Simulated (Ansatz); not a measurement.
Start from Ir in the fcc (Cu type) structure (space group Fm-3m, No. 225; relaxed with 0.1 eV smearing).

```xyz
1
Lattice="0.0000 1.9225 1.9225 1.9225 0.0000 1.9225 1.9225 1.9225 0.0000" Properties=species:S:1:pos:R:3 pbc="T T T"
Ir     0.0000     0.0000     0.0000
```

Cartesian axes are those of the cell as printed.

All numbers come from DFT with r2SCAN, PAW potentials and a 500 eV plane-wave cutoff in Ansatz (a program for electronic structure), no spin-orbit coupling.

Base values:

The pressure comes out as 0.0 GPa.

Now apply this change: tensile biaxial strain of 1.50 % in the plane normal to [001], as in epitaxy on a mismatched substrate; the out-of-plane cell vector and the atoms relax.

How does this affect the pressure?

The pressure (mean of the normal stresses, compression positive) goes from zero to -6.3 GPa.

What does the calculation give for the ratio −ε⊥/ε∥ after the change?

The ratio −ε⊥/ε∥ is 0.77.

What happens to the energy relative to the base?

The energy increases by 13 meV/atom.

No phonon test of stability was made. The final runs are not spin-polarised.
